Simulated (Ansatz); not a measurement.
Input:

```yaml
crystal:
  lattice:
    - [0.00000, 2.21669, 2.28035]
    - [2.21669, 0.00000, 2.28035]
    - [2.21669, 2.21669, 0.00000]
  atoms:
    - { symbol: B, position: [0.00000, 0.00000, 0.00000] }
    - { symbol: P, position: [0.25000, 0.25000, 0.25000] }
```

Method: r2SCAN with spin-orbit coupling, rigid bands (plane waves, PAW; Ansatz, an electronic-structure program). Condition of this run: biaxial stress in (001) of 8 GPa (compression positive) (the target of the relaxation). Cell: cell and atoms relaxed with PBEsol, then loaded as said.

What conductivity effective mass do dilute electrons have at 300 K?

0.40 (x), 0.40 (y), 0.23 (z) mₑ.

What conductivity effective mass do dilute holes have at 300 K?

0.38 (x), 0.38 (y), 0.26 (z) mₑ.

And the band gap?

1.11 eV at this level; semilocal functionals usually fall short of the measured gap.

Rigid bands, one relaxation time for all states, no polarons. Geometry: cell and atoms relaxed with PBEsol.
